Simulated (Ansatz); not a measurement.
Consider GaAs in the rock salt structure (space group Fm-3m, No. 225; a = 5.3039 Å; a hypothetical phase, not in the database extracts checked).

The values are results of plane-wave PAW DFT at the PBEsol level (Ansatz, a program for electronic structure, 420 eV), without spin-orbit coupling, earlier PAW set, not measurements.

For the base:

- Shortest interatomic distance: 5.011 bohr
- Band gap: zero

Modification: cell and atoms relaxed at a pressure of 3 GPa.

Q: What does the calculation give for the shortest interatomic distance after the change?

A: The shortest interatomic distance drops by 0.0559 bohr, from 5.011 bohr to 4.956 bohr.

Q: Predict the new band gap.

A: The band gap stays zero.

Load acts through the strain it causes; cell and atoms are relaxed under it. Whether these cells are dynamically stable was not tested. All final runs are without spin polarisation.
